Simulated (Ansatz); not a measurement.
**fcc Pb (1 1 1) on rock-salt MgO (1 1 1) (film strained to the substrate, started from cuts of the bulks and a machine-learned relaxation; slabs Mg20O24 and Pb12, which can lie off the formulas)**

A periodic stack without vacuum, fcc Pb (1 1 1) on rock-salt MgO (1 1 1) (film strained to the substrate, started from cuts of the bulks and a machine-learned relaxation; slabs Mg20O24 and Pb12, which can lie off the formulas): substrate slab Mg20O24, film Pb12, surface cells [[0, -2], [2, -2]] and [[-2, 1], [-1, -1]], film strained by -2.5 and -2.5 %, outermost planes O/O and Pb/Pb as cut, which need not be the usual terminations and can put a slab off its formula.

The start was prepared with a machine-learned potential, and the result is one local minimum, with the in-plane cell held and forces under 0.04 eV/Å; the film can end far from its bulk form.

All values below come from PBE (plane waves to 420 eV, PAW; Ansatz, a program for electronic structure). Spin–orbit coupling is left out; the runs are not spin-polarised. Its k-point mesh 5×5×1, Fermi–Dirac width 0.05 eV.

interface area: 31.3 Å²
period: 25.16 Å
heights between the nearest atoms of the two slabs at the two interfaces: 1.55 and 1.55 Å
O–Pb contacts across the interfaces within 1.22 times the sum of covalent radii: 14, mean 2.32 Å
Mg–Pb contacts across the interfaces within 1.22 times the sum of covalent radii: 8, mean 3.15 Å
hole barrier (PBE): 1.31 eV
electron barrier (PBE): 3.15 eV

```
CELL_PARAMETERS angstrom
      6.01516     0.00039     0.06652
      3.00791     5.20945    -0.02692
     -0.34975     0.36199    25.15220
ATOMIC_POSITIONS crystal
  Mg 0.35967 0.55906 0.09308
  Mg 0.86204 0.55375 0.08738
  Mg 0.35366 0.06201 0.08742
  Mg 0.86206 0.06197 0.08736
  Mg 0.02753 0.22478 0.18656
  Mg 0.52858 0.22278 0.18667
  Mg 0.02553 0.72578 0.18666
  Mg 0.52857 0.72573 0.18667
  Mg 0.69577 0.89032 0.28429
  Mg 0.19578 0.89031 0.28426
  Mg 0.69576 0.39034 0.28427
  Mg 0.19578 0.39033 0.28426
  Mg 0.36402 0.55586 0.38198
  Mg 0.86306 0.55779 0.38187
  Mg 0.36596 0.05488 0.38188
  Mg 0.86307 0.05489 0.38187
  Mg 0.03218 0.22143 0.47553
  Mg 0.52947 0.22695 0.48112
  Mg 0.03786 0.71862 0.48114
  Mg 0.52949 0.71862 0.48114
  O  0.02672 0.72568 0.04133
  O  0.52469 0.72588 0.04138
  O  0.02506 0.22658 0.04474
  O  0.52477 0.22714 0.04139
  O  0.69283 0.39228 0.13831
  O  0.19381 0.39231 0.13829
  O  0.69359 0.89190 0.13665
  O  0.19378 0.89136 0.13829
  O  0.36217 0.05729 0.23541
  O  0.86142 0.05730 0.23543
  O  0.36165 0.55756 0.23562
  O  0.86142 0.55805 0.23543
  O  0.02940 0.72334 0.33314
  O  0.53015 0.72332 0.33313
  O  0.02993 0.22308 0.33293
  O  0.53014 0.22262 0.33313
  O  0.69878 0.38833 0.43026
  O  0.19781 0.38833 0.43027
  O  0.69811 0.88865 0.43191
  O  0.19781 0.88925 0.43027
  O  0.36498 0.05483 0.52719
  O  0.86685 0.05478 0.52719
  O  0.36643 0.55412 0.52382
  O  0.86680 0.55334 0.52721
  Pb 0.03347 0.22079 0.59104
  Pb 0.70002 0.88741 0.58878
  Pb 0.36633 0.55417 0.61021
  Pb 0.03236 0.88962 0.72824
  Pb 0.69948 0.55457 0.72825
  Pb 0.36393 0.22225 0.72825
  Pb 0.03192 0.55540 0.84030
  Pb 0.69600 0.22333 0.84009
  Pb 0.36310 0.88840 0.84032
  Pb 0.02472 0.22657 0.95838
  Pb 0.69058 0.89358 0.97964
  Pb 0.35849 0.55939 0.97754
```
